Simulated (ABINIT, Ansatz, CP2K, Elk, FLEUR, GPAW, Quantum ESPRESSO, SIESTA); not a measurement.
Code comparison for ZnSe (F-43m, 2 atoms in the cell)

Self-consistent single point.

```
CELL_PARAMETERS angstrom
      0.00000     2.82027     2.82027
      2.82027     0.00000     2.82027
      2.82027     2.82027     0.00000
ATOMIC_POSITIONS crystal
  Zn 0.00000 0.00000 0.00000
  Se 0.75000 0.75000 0.75000
```

Shared settings, as Ansatz (an electronic-structure program) writes them: kpoints.mp_grid.grid = 10 10 10; scf.occupations.method = fermi_dirac; scf.occupations.width = 0.02 eV. Potentials and cutoffs stand in the table.

```
code                                                                                                                                 model  pressure (GPa)  gap on the mesh (eV)           cutoff
----------------  ------------------------------------------------------------------------------------------------------------------------  --------------  --------------------  ---------------
GPAW                                                                         LDA (Perdew-Wang 92), GPAW PAW datasets LDA (gpaw-data 1.0.1)           -2.80                 1.103           850 eV
FLEUR                                                         LDA (Perdew-Zunger), all-electron FLAPW (FLEUR), scalar-relativistic valence               –                 1.090  Kmax 3.8 1/bohr
CP2K                                                  LDA (Pade form), GPW, DZVP-MOLOPT-SR-GTH basis, GTH-PADE potentials (GTH_POTENTIALS)           -1.86                 1.099      grid 600 Ry
Ansatz                                                                                         LDA (PW92), default PAW files made with PBE           -2.61                 1.090          default
SIESTA            LDA PW92, numerical atomic orbitals DZP, PseudoDojo LDA standard norm-conserving potentials (rewritten from UPF to PSML)           -2.21                 1.314      grid 350 Ry
ABINIT                                                                                                  LDA (PW92), PAW (JTH v2.0 LDA PAW)           -2.61                 1.092            30 Ha
Elk                                                    LDA (PW92), all-electron FP-LAPW, Elk's shipped species files, default APW+lo basis               –                 1.088          default
Quantum ESPRESSO                                                                      LDA (PZ), PSlibrary ultrasoft (LDA) pseudopotentials           -3.11                 1.088            50 Ry
```

A dash marks a value that a program does not give, or that is left out as unsure.

Gaps are read on the mesh.

The spread over the programs that give each value: pressure within 1.25 GPa; gap on the mesh within 0.226 eV.

CP2K and SIESTA use small atom-centred bases, whose incompleteness enters pressures, forces and empty levels differently from a plane-wave cutoff. FLEUR and Elk treat all electrons, but the usual bases taken here (sphere radii, linearisation, local orbitals, empty states) were not tested for convergence, so the values are no reference for the others. Ansatz's pressure is given at a fixed set of plane waves, as the other plane-wave codes print theirs; with its correction for the finite basis it is -2.57 GPa. The same LDA comes in different parametrisations, which differ slightly. In the gap, SIESTA (by 0.223) lies more than 0.12 eV from the median of the plane-wave programs.

The starting cell comes from a database of computed structures (which also holds hypothetical and non-ambient phases and stackings), without a prior relaxation at this level. Its lattice was rescaled by a random factor within 2.5 % of one.

Keys are those of Ansatz 0.2.
